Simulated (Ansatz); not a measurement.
# hypothetical rock salt BN with two functionals, isotropic strain +2.47 %

Start from BN in the rock salt structure (space group Fm-3m, No. 225; a = 3.503 Å; a hypothetical phase, not in the database extracts checked).

(Cell as relaxed with PBE.)

Levels (all Ansatz, a program for electronic structure, PAW): PBE (420 eV, spin-orbit coupling left out); PBEsol (420 eV, no spin-orbit coupling).

Each level relaxes its own structure.

```tsv
base	PBE	PBEsol
volume per atom	5.38 Å³	5.28 Å³
lattice parameter a	3.503 Å	3.483 Å
```

The change: the cell is scaled by 1.0247 in all directions, atoms relaxed at fixed cell.

```json
[
 {"quantity": "pressure", "PBE": "-24.06 GPa", "PBEsol": "-25.34 GPa"},
 {"quantity": "energy relative to the base (free energy F)", "PBE": "+33 meV/atom", "PBEsol": "+34 meV/atom"}
]
```

PBE's pressure lies 1.28 GPa above PBEsol's; PBE's energy relative to the base lies 1.1 meV/atom below PBEsol's. Neither level is exact; PBEsol is the comparison here, not a measurement.

No phonon test of stability was made.
